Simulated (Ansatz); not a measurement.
## MoTe2: pressure 10 GPa

The reference is MoTe2 in the 2H-MoS2 type structure (space group P6_3/mmc, No. 194; a = 3.4967 Å, c = 13.6973 Å; layered, stacked along the Cartesian z axis).

The change: a hydrostatic pressure of 10 GPa.

All numbers come from PBE-D3(BJ) (Ansatz, a first-principles code, PAW, no spin-orbit coupling), earlier PAW set. Γ-centred 11×11×3 mesh, Fermi–Dirac width 0.05 eV.

| quantity | base | changed | shift |
|---|---|---|---|
| volume per atom | 24.17 Å³ | 21.12 Å³ | -3.05 Å³ |
| density | 8.04 g/cm³ | 9.20 g/cm³ | +1.16 g/cm³ |
| lattice parameter a | 3.497 Å | 3.366 Å | -0.1304 Å |
| c/a ratio | 3.917 | 3.836 | -0.0816 |
| shortest interatomic distance | 2.716 Å | 2.671 Å | -0.045 Å |
| enthalpy H = E + PV relative to the base's energy | – | +1.40 eV/atom | – |
| band gap | 0.60 eV | zero | – |

The mesh was chosen for an insulator and is coarse for the gapless case. Spin-orbit coupling, missing from the scalar runs, can matter with Te. Load acts through the strain it causes; cell and atoms are relaxed under it. Whether these cells are dynamically stable was not tested. Competing high-pressure phases were not computed. The final runs are not spin-polarised. The D3 term's C6 switches between coordination references near this geometry, which can add small steps to energies. A zero or small gap of MoTe2 under pressure 10 GPa can be the functional's error rather than a property of the material.
